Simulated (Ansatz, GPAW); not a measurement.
A GPAW input for a self-consistent single point of CsI (Pm-3m, 2 atoms in the cell) (DFT PBE, plane waves, GPAW PAW datasets PBE (gpaw-data 1.0.1)):

```python
from ase import Atoms
from ase.units import GPa
from gpaw import GPAW, PW, FermiDirac

atoms = Atoms(['Cs', 'I'],
              cell=[[4.478600, 0.000000, 0.000000],
                    [0.000000, 4.478600, 0.000000],
                    [0.000000, 0.000000, 4.478600]],
              scaled_positions=[[0.000000, 0.000000, 0.000000],
                                [0.500000, 0.500000, 0.500000]],
              pbc=True)

calc = GPAW(mode=PW(550),
            xc='PBE',
            kpts={'size': (4, 4, 4), 'gamma': True},
            occupations=FermiDirac(0.01),
            nbands=-6,
            convergence={'density': 1e-05, 'energy': 1e-05, 'bands': -4},
            symmetry={'symmorphic': False, 'tolerance': 0.0005},
            maxiter=150)

atoms.calc = calc

energy = atoms.get_potential_energy()
print('Energy (eV):', round(energy, 6))
forces = atoms.get_forces()
print('Forces (eV/Ang):')
print(forces.round(5))
stress = atoms.get_stress()
print('Stress (GPa, Voigt):', (stress / GPa).round(4))
```

Question: Write the same calculation as an input for Ansatz (a first-principles code).

Answer: One input that does it (others would too):

Ansatz 0.2 input:
```yaml
crystal:
  lattice:
    - [4.478600, 0.000000, 0.000000]
    - [0.000000, 4.478600, 0.000000]
    - [0.000000, 0.000000, 4.478600]
  atoms:
    - { symbol: Cs, position: [0.000000, 0.000000, 0.000000] }
    - { symbol: I, position: [0.500000, 0.500000, 0.500000] }
basis:
  ecutwfc: 420.0
kpoints:
  mp_grid: { grid: [4, 4, 4] }
hamiltonian:
  xc: pbe
  pseudopotentials: { kind: paw }
scf:
  occupations: { method: fermi_dirac, width: 0.01 }
output:
  forces: true
  eigenvalues: true
  stress: true
```

Basis, cutoffs, solver keys and any potentials are the target program's own. This input uses DFT, PBE, plane waves, default PAW files.

The starting cell has typed, rounded lattice constants, without a prior relaxation at this level. For this run, on top of that: lattice scaled by 0.98.
